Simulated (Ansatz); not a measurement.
Base system: Pt in the fcc (Cu type) structure (space group Fm-3m, No. 225; a = 3.8954 Å; relaxed with 0.1 eV smearing). Axes: x, y, z lie along the cube axes.

Level of theory: Ansatz (a program for electronic structure), LDA, PAW, cutoff 420 eV, no spin-orbit coupling.

Before the change:

The pressure is 0.0 GPa and the shortest interatomic distance comes out as 2.754 Å. The band gap is zero.

One thing is altered: the cell is compressed by 3.00 % along z with no lateral relaxation, atoms relaxed at fixed cell.

Problem. How does this affect the energy relative to the base?

Solution. The energy increases by 17 meV/atom.

Problem. How does this affect the pressure?

Solution. The pressure (mean of the normal stresses, compression positive) goes from zero to 10.2 GPa.

Problem. Predict the new shortest interatomic distance.

Solution. The shortest interatomic distance falls by 0.041 Å (2.754 Å → 2.713 Å).

Problem. Predict the new band gap.

Solution. The band gap stays zero.

The cells carry an imposed strain or load. No phonon test of stability was made. The final runs are not spin-polarised.
